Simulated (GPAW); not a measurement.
**A self-consistent single point of SnAu5 (R32, 6 atoms in the cell) with GPAW**

Computed with PBEsol, GPAW PAW datasets PBEsol (made by gpaw-setup) (plane waves; GPAW 25.7.0).

Input as run:

```python
from ase import Atoms
from ase.units import GPa
from gpaw import GPAW

atoms = Atoms(['Sn', 'Au', 'Au', 'Au', 'Au', 'Au'],
              cell=[[2.525228, 1.457941, 4.864474],
                    [-2.525228, 1.457941, 4.864474],
                    [0.000000, -2.915882, 4.864474]],
              scaled_positions=[[0.000000, 0.000000, 0.000000],
                                [0.670147, 0.670147, 0.670147],
                                [0.329853, 0.329853, 0.329853],
                                [0.500000, 0.170765, 0.829235],
                                [0.829235, 0.500000, 0.170765],
                                [0.170765, 0.829235, 0.500000]],
              pbc=True)

calc = GPAW(mode={'name': 'pw', 'ecut': 600},
            xc='PBEsol',
            kpts=(5, 5, 5),
            occupations={'name': 'methfessel-paxton', 'width': 0.1, 'order': 0},
            nbands=-14,
            symmetry={'symmorphic': False, 'tolerance': 0.0005},
            maxiter=100)

atoms.calc = calc

energy = atoms.get_potential_energy()
print('Energy (eV):', round(energy, 6))
forces = atoms.get_forces()
print('Forces (eV/Ang):')
print(forces.round(5))
stress = atoms.get_stress()
print('Stress (GPa, Voigt):', (stress / GPa).round(4))
```

The program printed (abridged):

```
Input parameters:
  kpts: [5 5 5]
  maxiter: 100
  mode: {ecut: 600,
         name: pw}
  nbands: -14
  occupations: {name: methfessel-paxton,
                order: 0,
                width: 0.1}
  symmetry: {symmorphic: False,
             tolerance: 0.0005}
  xc: PBEsol

species:
  Sn:
    name: Tin
    Z: 50.0
    valence: 14
    core: 36
    charge: 0.0
    file: Sn.PBEsol.gz

    # Using partial waves for Sn as LCAO basis

  Au:
    name: Gold
    Z: 79.0
    valence: 11
    core: 68
    charge: 0.0
    file: Au.PBEsol.gz

    # Using partial waves for Au as LCAO basis

Reference energy: -2750214.181958  # eV

Spin-paired calculation

Convergence criteria:
 Maximum [total energy] change in last 3 cyles: 0.0005 eV / valence electron
 Maximum integral of absolute [dens]ity change: 0.0001 electrons / valence electron
 Maximum integral of absolute [eigenst]ate change: 4e-08 eV^2 / valence electron
 Maximum number of scf [iter]ations: 100

Symmetries present (total): 6
Symmetries with fractional translations: 0
125 k-points: 5 x 5 x 5 Monkhorst-Pack grid
19 k-points in the irreducible part of the Brillouin zone
       k-points in crystal coordinates                weights
   0:     0.00000000    0.00000000    0.00000000          1/125
   1:     0.20000000    0.00000000   -0.20000000          6/125
   2:     0.20000000    0.00000000    0.00000000          6/125
   [... 7 lines left out ...]
          ...
  18:     0.40000000    0.40000000    0.40000000          2/125

Wave functions: Plane wave expansion
  Cutoff energy: 600.000 eV
  Number of coefficients (min, max): 3564, 3604
  Pulay-stress correction: 0.000000 eV/Ang^3 (de/decut=0.000000)

Occupation numbers: Methfessel-Paxton:
  width: 0.1000  # eV
  order: 0

Eigensolver

Densities:
  Coarse grid: 35*35*35 grid
  Fine grid: 70*70*70 grid
  Total Charge: 0.000000

Density mixing:
  Method: separate
  Backend: pulay
  Linear mixing parameter: 0.05
  old densities: 5
  Damping of long wavelength oscillations: 50

Hamiltonian:
  XC and Coulomb potentials evaluated on a 70*70*70 grid
  External potential:
    NoExternalPotential

XC parameters: PBEsol with 2 nearest neighbor stencil

Number of atoms: 6
Number of atomic orbitals: 54
Number of bands in calculation: 48
Number of valence electrons: 69
Bands to converge: occupied

Density initialized from atomic densities
  48 bands from LCAO basis set

Atomic positions and initial magnetic moments

Positions:
   0 Sn     0.000000    0.000000    0.000000    ( 0.0000,  0.0000,  0.0000)
   1 Au    -0.000000   -0.000000    9.779738    ( 0.0000,  0.0000,  0.0000)
   2 Au    -0.000000    0.000000    4.813684    ( 0.0000,  0.0000,  0.0000)
   3 Au     0.831393   -1.440016    7.296711    ( 0.0000,  0.0000,  0.0000)
   4 Au     0.831393    1.440016    7.296711    ( 0.0000,  0.0000,  0.0000)
   5 Au    -1.662787    0.000000    7.296711    ( 0.0000,  0.0000,  0.0000)

Unit cell:
           periodic     x           y           z      points  spacing
  1. axis:    yes    2.525228    1.457941    4.864474    35     0.1197
  2. axis:    yes   -2.525228    1.457941    4.864474    35     0.1197
  3. axis:    yes    0.000000   -2.915882    4.864474    35     0.1197

  Lengths:   5.671462   5.671462   5.671461
  Angles:   52.878888  52.878888  52.878890

Effective grid spacing dv^(1/3) = 0.1358

     iter     time        total  log10-change:
                         energy   eigst   dens
iter:   1 --:--:--   -25.998694
iter:   2 --:--:--   -25.597887   -1.67  -1.33
iter:   3 --:--:--   -24.781568   -0.94  -1.36
iter:   4 --:--:--   -24.033752   -1.87  -1.71
iter:   5 --:--:--   -24.115697   -2.09  -1.87
iter:   6 --:--:--   -24.252776   -1.68  -1.90
iter:   7 --:--:--   -24.018622   -2.80  -1.86
iter:   8 --:--:--   -23.969106   -3.06  -2.20
iter:   9 --:--:--   -23.960660   -3.72  -2.63
iter:  10 --:--:--   -23.960072c  -4.53  -3.07
iter:  11 --:--:--   -23.959998c  -5.72  -3.40
iter:  12 --:--:--   -23.960009c  -5.87  -3.56
iter:  13 --:--:--   -23.960054c  -5.87  -3.54
iter:  14 --:--:--   -23.960052c  -7.20  -3.60
iter:  15 --:--:--   -23.960018c  -5.65  -3.64
iter:  16 --:--:--   -23.960009c  -7.07  -4.06c
iter:  17 --:--:--   -23.960004c  -7.40c -4.12c

Converged after 17 iterations.

Dipole moment: (-0.000000, -0.000000, -0.000000) |e|*Ang

Energy contributions relative to reference atoms: (reference = -2750214.181958)

Kinetic:        -43.461979
Potential:      +36.871530
External:        +0.000000
XC:             -18.037590
Entropy (-ST):   -0.010537
Local:           +0.673304
SIC:             +0.000000
--------------------------
Free energy:    -23.965273
Extrapolated:   -23.960004

Showing only first 2 kpts
 Kpt  Band  Eigenvalues  Occupancy
  0    32      9.19172    2.00000
  0    33     11.28098    0.00000
  0    34     11.28098    0.00000
  0    35     11.33548    0.00000

  1    32      8.22936    2.00000
  1    33      9.77288    1.94157
  1    34      9.79932    1.87113
  1    35     10.27516    0.00000

Fermi level: 9.90670

No gap
No difference between direct/indirect transitions
Energy (eV): -23.960004

Forces in eV/Ang:
  0 Sn   -0.00000    0.00000    0.00000
  1 Au    0.00000    0.00000   -0.05927
  2 Au    0.00000   -0.00000    0.05927
  3 Au   -0.01412    0.02445    0.00000
  4 Au   -0.01412   -0.02445    0.00000
  5 Au    0.02824    0.00000    0.00000

Stress tensor:
    -0.022287     0.000000     0.000000
     0.000000    -0.022287    -0.000000
     0.000000    -0.000000     0.013693
Stress (GPa, Voigt): [-3.5707 -3.5707  2.1938 -0.      0.      0.    ]
```

The run converged in 17 iterations. GPAW prints stress with tension positive.

The starting cell comes from a database of computed structures (which also holds hypothetical and non-ambient phases and stackings), without a prior relaxation at this level. Its lattice was rescaled by a random factor within 2.5 % of one. Spin-orbit coupling is off.

Cost on one core of a shared machine: roughly 3 min.
